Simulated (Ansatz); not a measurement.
Start from V in the diamond structure (space group Fd-3m, No. 227; ferromagnetic; a hypothetical phase, not in the database extracts checked).

```yaml
crystal:
  lattice:
    - [0.00000, 2.73370, 2.73370]
    - [2.73370, 0.00000, 2.73370]
    - [2.73370, 2.73370, 0.00000]
  atoms:
    - { symbol: V, position: [0.75000, 0.75000, 0.75000] }
    - { symbol: V, position: [0.50000, 0.50000, 0.50000] }
```

All numbers come from plane-wave PAW DFT at the PBE level (Ansatz, a quantum-chemistry and plane-wave program, 420 eV), without spin-orbit coupling.

One change was made to it. Results:

```csv
quantity,base,after
largest site moment,1.45 μB,1.47 μB
magnetic state,ferromagnetic,ferromagnetic
lattice parameter a,5.467 Å,5.499 Å
```

Q: Which change produced these results?
A. pressure −1 GPa
B. pressure 5 GPa
C. pressure 7.5 GPa
D. pressure 3 GPa
E. pressure −2 GPa

A: A, pressure −1 GPa. For comparison, the lattice parameter a in the other runs: pressure −2 GPa gives 5.532 Å; pressure 5 GPa gives 5.334 Å; pressure 3 GPa gives 5.383 Å; pressure 7.5 GPa gives 5.277 Å.

The magnetic state is the one reached from the starting moments; the real material's order can differ, and small cells can't hold many antiferromagnetic ones. Load acts through the strain it causes; cell and atoms are relaxed under it. No phonon test of stability was made. Competing high-pressure phases were not computed.
